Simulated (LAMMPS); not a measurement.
MD from the crystal across the composition of CdTe (zinc blende) with a share x of Cd sites Hg; each row has its own temperature.

Method: classical MD, pair style sw, file CdTeZnSeHgS0.sw, run in LAMMPS.

```
x                     volume                                state                  enthalpy  T (K)
----  ----------------------  -----------------------------------  ------------------------  -----
0.25  34.462 ± 0.002 Å³/atom  crystal; no diffusion seen in 30 ps  -1.7851 ± 0.0002 eV/atom    880
0.5   34.311 ± 0.001 Å³/atom  crystal; no diffusion seen in 30 ps  -1.6502 ± 0.0001 eV/atom    800
0.75  34.167 ± 0.001 Å³/atom  crystal; no diffusion seen in 30 ps  -1.5097 ± 0.0002 eV/atom    740
```

Caution: the random arrangement on this lattice is imposed, and need not be a phase that exists in equilibrium.

Caution: a run this short can hold a crystal over, or a liquid under, the potential's own melting point, which these runs don't give.

States go by the mean squared displacement: a species diffuses where it passes 1.5 Å², still rises and gives D over 1e-6 cm²/s; a crystal has left its structure where atoms lie 0.35 Å off their sites on average or a cubic box changes its shape by 3 %, or the axial ratios of another lie 8 % off the starting cell's, which the potential's own relaxation can also do.

Uncertainties are statistical and leave out the potential's own error.
